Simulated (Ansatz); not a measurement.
Take BN (space group R3m, No. 160; a cell from a computed database, its experimental status unchecked; layered, stacked along the Cartesian z axis) as the base.

```
CELL_PARAMETERS angstrom
      1.25012     0.72176     3.25233
     -1.25012     0.72176     3.25233
      0.00000    -1.44351     3.25233
ATOMIC_POSITIONS crystal
  B  0.99970 0.99970 0.99970
  N  0.33274 0.33274 0.33274
```

Cartesian axes are those of the cell as printed.

Computed with plane-wave PAW DFT at the r2SCAN+rVV10 level (Ansatz, a quantum-chemistry and plane-wave program, 500 eV), no spin-orbit coupling.

Base values:

| Quantity | Result |
|---|---|
| Pressure | 0.00 GPa |

The change: biaxial strain +5.00 %, plane normal [001], relaxed out of plane (Cartesian); in-plane vectors clamped, the third vector and the atoms free.

What happens to the out-of-plane strain and pressure?

The out-of-plane strain amounts to -0.04 %; the pressure (mean of the normal stresses, compression positive) goes from zero to -29.86 GPa.

Whether these cells are dynamically stable was not tested.
